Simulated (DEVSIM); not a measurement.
Device: abrupt Si n-p junction, at 250 K.

```csv
layer (left to right),material,thickness (μm),Nd (cm⁻³),Na (cm⁻³),τn (s),τp (s)
1,Si,0.100,6.1e18,-,1e-5,1e-5
2,Si,11.0,-,5.3e15,1e-5,1e-5
```

Left contact: ohmic. Right contact: ohmic. Voltage is applied to the left contact. Recombination: SRH at mid-gap, Auger. Mobility is μmin + (μ − μmin)/(1 + (N/Nref)^α).

This is a model device: material constants are rounded textbook-type values typed into the input, and sizes, dopings and lifetimes were drawn at random. Values at 300 K; Nc and Nv go as T^1.5, mobilities as T to minus their exponent, the gap by Varshni's rule with the affinity fixed.

```csv
parameter,Si
gap (eV),1.124
affinity (eV),4.05
permittivity,11.7
Nc (cm⁻³),2.86e19
Nv (cm⁻³),3.1e19
μn (cm²/Vs),1417
μp (cm²/Vs),470
"μn,min",52
"μp,min",45
"Nref,n",9.7e16
"Nref,p",2.2e17
αn,0.68
αp,0.72
T exponent of μn,2.3
T exponent of μp,2.2
Cn (cm⁶/s),2.8e-31
Cp (cm⁶/s),9.9e-32
Varshni α (eV/K),0.000473
Varshni β (K),636
```

Model (solved in DEVSIM): 1D drift-diffusion, Boltzmann statistics, complete ionisation; no tunnelling, impact ionisation, image-force lowering or self-heating.

Tabulate band edges, carrier densities and field at 20.0 V on the left contact.

Energies count from the Fermi level of the right contact; mesh points crowd at the junctions.

| x (μm) | Ec (eV) | Ev (eV) | n (cm⁻³) | p (cm⁻³) | field (V/cm) |
|---|---|---|---|---|---|
| 0.000 | -19.973 | -21.109 | 6.1e18 | < 1e2 | ≈ 0 |
| 0.01740 | -19.973 | -21.109 | 6.1e18 | < 1e2 | ≈ 0 |
| 0.03928 | -19.973 | -21.109 | 6.1e18 | < 1e2 | ≈ 0 |
| 0.06660 | -19.973 | -21.109 | 6.1e18 | < 1e2 | ≈ 0 |
| 0.09411 | -19.971 | -21.107 | 5.7e18 | < 1e2 | 9400 |
| 0.1093 | -19.754 | -20.891 | 2.4e14 | < 1e2 | 180000 |
| 0.1373 | -19.242 | -20.378 | 11000 | < 1e2 | 180000 |
| 0.2143 | -17.865 | -19.001 | < 1e2 | < 1e2 | 180000 |
| 0.3204 | -16.049 | -17.185 | < 1e2 | < 1e2 | 170000 |
| 0.5256 | -12.796 | -13.932 | < 1e2 | < 1e2 | 150000 |
| 0.9033 | -7.714 | -8.850 | < 1e2 | < 1e2 | 120000 |
| 1.867 | -0.045 | -1.181 | < 1e2 | < 1e2 | 40000 |
| 3.371 | 0.955 | -0.181 | < 1e2 | 5.3e15 | ≈ 0 |
| 6.031 | 0.955 | -0.181 | < 1e2 | 5.3e15 | ≈ 0 |
| 8.771 | 0.955 | -0.181 | < 1e2 | 5.3e15 | ≈ 0 |
| 9.845 | 0.955 | -0.181 | < 1e2 | 5.3e15 | ≈ 0 |
| 10.43 | 0.955 | -0.181 | < 1e2 | 5.3e15 | ≈ 0 |
| 10.73 | 0.955 | -0.181 | < 1e2 | 5.3e15 | ≈ 0 |
| 10.95 | 0.955 | -0.181 | < 1e2 | 5.3e15 | ≈ 0 |
| 11.03 | 0.955 | -0.181 | < 1e2 | 5.3e15 | ≈ 0 |
| 11.07 | 0.955 | -0.181 | < 1e2 | 5.3e15 | ≈ 0 |
| 11.10 | 0.955 | -0.181 | < 1e2 | 5.3e15 | ≈ 0 |
